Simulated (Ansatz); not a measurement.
# Ge with two functionals, pressure 4.2 GPa

The parent structure is Ge in the diamond structure (space group Fd-3m, No. 227; a = 5.762 Å).

(Cell as relaxed with PBE.)

Levels (all Ansatz, a first-principles code, PAW, earlier PAW set): PBE (420 eV, no SOC); PBEsol (420 eV, no SOC).

Each level relaxes its own structure.

```
base                      PBE    PBEsol
-------------------  --------  --------
volume per atom      23.92 Å³  22.86 Å³
lattice parameter a   5.762 Å   5.676 Å
band gap                 zero      zero
```

Modification: cell and atoms relaxed at a pressure of 4.2 GPa.

```json
[
 {"quantity": "valley order (the lowest conduction-band minima on the path, energy above the VBM, named in the base's zone)", "PBE": "Γ 0.09 eV; L along ⟨111⟩ 0.20 eV; a point along ⟨100⟩, about 0.9 Å⁻¹ from Γ 0.55 eV", "PBEsol": "?"},
 {"quantity": "lattice parameter a", "PBE": "5.645 Å", "PBEsol": "?"}
]
```

### Question
Given the PBE results, estimate those of PBEsol.

### Answer

- valley order (the lowest conduction-band minima on the path, energy above the VBM, named in the base's zone), PBEsol: L along ⟨111⟩ 0.26 eV; Γ 0.40 eV; a point along ⟨100⟩, about 0.9 Å⁻¹ from Γ 0.41 eV
- lattice parameter a, PBEsol: 5.573 Å

They order the valleys differently; PBE's lattice parameter a lies 0.072 Å above PBEsol's (1.3 %). Neither level is exact; PBEsol is the comparison here, not a measurement.

Load acts through the strain it causes; cell and atoms are relaxed under it. No phonon test of stability was made. Tetrahedral semiconductors of this kind turn to denser phases somewhere between about 1 and 50 GPa; those were not computed, so compressed cells here can lie past the real transition. The zero or small gap of Ge can change with the level of theory.
